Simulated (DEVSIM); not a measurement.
Device: illuminated Si n-on-p cell, one wavelength, at 300 K.

| layer (left to right) | material | thickness (μm) | Nd (cm⁻³) | Na (cm⁻³) | τn (s) | τp (s) | absorption coefficient (cm⁻¹) |
|---|---|---|---|---|---|---|---|
| 1 | Si | 0.910 | 8.1e18 | - | 3.9e-8 | 9.1e-8 | 610 |
| 2 | Si | 130 | - | 1e16 | 4.8e-7 | 4.8e-7 | 610 |

Left contact: ohmic, minority hole recombination velocity 30000 cm/s. Right contact: ohmic, minority electron recombination velocity 100 cm/s. Voltage is applied to the left contact. Recombination: SRH at mid-gap, radiative, Auger. Light enters at the left, 1.6e18 photons cm⁻² s⁻¹, one pass, no reflection. Mobility is μmin + (μ − μmin)/(1 + (N/Nref)^α).

Constants are typed, rounded textbook-type inputs, not results; the design itself was drawn at random and stands for no fabricated device. Values at 300 K.

```csv
parameter,Si
gap (eV),1.124
affinity (eV),4.05
permittivity,11.7
Nc (cm⁻³),2.86e19
Nv (cm⁻³),3.1e19
μn (cm²/Vs),1417
μp (cm²/Vs),470
"μn,min",52
"μp,min",45
"Nref,n",9.7e16
"Nref,p",2.2e17
αn,0.68
αp,0.72
B (cm³/s),4.7e-15
Cn (cm⁶/s),2.8e-31
Cp (cm⁶/s),9.9e-32
```

DEVSIM, 1D drift-diffusion, Boltzmann statistics, complete ionisation; no tunnelling, impact ionisation, image-force lowering or self-heating.

Q: Tabulate band edges, carrier densities and field at zero bias, in the dark.

A: Energies count from the Fermi level of the right contact; mesh points crowd at the junctions.

| x (μm) | Ec (eV) | Ev (eV) | n (cm⁻³) | p (cm⁻³) | field (V/cm) |
|---|---|---|---|---|---|
| 0.000 | 0.033 | -1.091 | 8.1e18 | < 1e2 | ≈ 0 |
| 0.03877 | 0.033 | -1.091 | 8.1e18 | < 1e2 | ≈ 0 |
| 0.1306 | 0.033 | -1.091 | 8.1e18 | < 1e2 | ≈ 0 |
| 0.3688 | 0.033 | -1.091 | 8.1e18 | < 1e2 | ≈ 0 |
| 0.7525 | 0.033 | -1.091 | 8.1e18 | < 1e2 | ≈ 0 |
| 0.8630 | 0.033 | -1.091 | 8.1e18 | < 1e2 | ≈ 0 |
| 0.9056 | 0.034 | -1.090 | 7.6e18 | < 1e2 | 12000 |
| 0.9583 | 0.320 | -0.804 | 1.2e14 | 960000 | 42000 |
| 1.071 | 0.695 | -0.429 | 6.2e7 | 1.9e12 | 25000 |
| 1.378 | 0.916 | -0.208 | 12000 | 9.8e15 | 120 |
| 2.143 | 0.916 | -0.208 | 12000 | 1.0e16 | ≈ 0 |
| 5.526 | 0.916 | -0.208 | 12000 | 1.0e16 | ≈ 0 |
| 12.75 | 0.916 | -0.208 | 12000 | 1.0e16 | ≈ 0 |
| 32.47 | 0.916 | -0.208 | 12000 | 1.0e16 | ≈ 0 |
| 92.68 | 0.916 | -0.208 | 12000 | 1.0e16 | ≈ 0 |
| 116.6 | 0.916 | -0.208 | 12000 | 1.0e16 | ≈ 0 |
| 125.3 | 0.916 | -0.208 | 12000 | 1.0e16 | ≈ 0 |
| 128.8 | 0.916 | -0.208 | 12000 | 1.0e16 | ≈ 0 |
| 130.3 | 0.916 | -0.208 | 12000 | 1.0e16 | ≈ 0 |
| 130.7 | 0.916 | -0.208 | 12000 | 1.0e16 | ≈ 0 |
| 130.8 | 0.916 | -0.208 | 12000 | 1.0e16 | ≈ 0 |
| 130.9 | 0.916 | -0.208 | 12000 | 1.0e16 | ≈ 0 |
